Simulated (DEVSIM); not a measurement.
Device: Ni/SiON/SiO2/p-Si capacitor, at 250 K.

| layer (left to right) | material | thickness (nm) | Na (cm⁻³) |
|---|---|---|---|
| 1 | SiON | 11.0 | - |
| 2 | SiO2 | 0.910 | - |
| 3 | Si | 10000 | 3e15 |

Metal gate on the left, work function 5.1 eV. Fixed charge at the semiconductor interface 0 cm⁻² (in units of +e); no interface traps.

The device is made up for the run: typed textbook-type constants, with dimensions and the other settings drawn at random. Values at 300 K; Nc and Nv go as T^1.5, mobilities as T to minus their exponent, the gap by Varshni's rule with the affinity fixed.

| parameter | SiON | SiO2 | Si |
|---|---|---|---|
| gap (eV) | 7 | 9 | 1.124 |
| affinity (eV) | 1.4 | 0.9 | 4.05 |
| permittivity | 5.5 | 3.9 | 11.7 |
| Nc (cm⁻³) | - | - | 2.86e19 |
| Nv (cm⁻³) | - | - | 3.1e19 |
| Varshni α (eV/K) | - | - | 0.000473 |
| Varshni β (K) | - | - | 636 |

Simulated with DEVSIM: 1D Poisson equation in equilibrium, Boltzmann statistics, complete ionisation; no quantum confinement or tunnelling. Metal contacts follow the ideal Schottky-Mott rule: no Fermi-level pinning, no interface dipoles.

Task: Tabulate band edges, carrier densities and field at 0.6 V on the gate.

Result: Energies count from the Fermi level of the right contact; mesh points crowd at the junctions.

```csv
x (μm),Ec (eV),Ev (eV),n (cm⁻³),p (cm⁻³),field (V/cm)
0.000,3.100,-3.900,< 1e2,< 1e2,42000
0.001641,3.107,-3.893,< 1e2,< 1e2,42000
0.005098,3.121,-3.879,< 1e2,< 1e2,42000
0.008987,3.138,-3.862,< 1e2,< 1e2,42000
0.01115,3.647,-5.353,< 1e2,< 1e2,59000
0.01177,3.651,-5.349,< 1e2,< 1e2,59000
0.01337,0.504,-0.632,1.5e9,4300000,20000
0.02024,0.518,-0.618,7.9e8,8100000,19000
0.03526,0.546,-0.590,2.1e8,3.0e7,19000
0.07406,0.615,-0.521,8600000,7.5e8,17000
0.1799,0.768,-0.368,7300,8.8e11,12000
0.6037,0.942,-0.194,< 1e2,2.8e15,180
1.542,0.943,-0.193,< 1e2,3.0e15,≈ 0
3.967,0.943,-0.193,< 1e2,3.0e15,≈ 0
8.264,0.943,-0.193,< 1e2,3.0e15,≈ 0
9.336,0.943,-0.193,< 1e2,3.0e15,≈ 0
9.751,0.943,-0.193,< 1e2,3.0e15,≈ 0
9.915,0.943,-0.193,< 1e2,3.0e15,≈ 0
9.985,0.943,-0.193,< 1e2,3.0e15,≈ 0
10.00,0.943,-0.193,< 1e2,3.0e15,≈ 0
10.01,0.943,-0.193,< 1e2,3.0e15,≈ 0
10.01,0.943,-0.193,< 1e2,3.0e15,≈ 0
```
